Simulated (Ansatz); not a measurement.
System: CsCl-type DyRh. Method: r²SCAN (PAW; Ansatz, a quantum-chemistry and plane-wave program).

Run with plane-wave cutoff 500 eV, 16×16×16 k mesh, Fermi–Dirac smearing 0.1 eV, spin-polarised start, scalar-relativistic PAW data made under PBE.

Computed at the level's own relaxed cell.

**Question.** What does this level give for the volume per atom and lattice constant a?

**Answer.** 
- volume per atom: 19.94 Å³/atom
- lattice constant a: 3.416 Å

Note: the magnetic order was assumed, not searched for or taken from measurement; the 4f shell is treated without U or exact exchange, so its levels and filling can be wrong.

Spin–orbit coupling is not included.

The computed numbers hold no vibrational or temperature effects.

The result took very roughly 8 core-minutes.
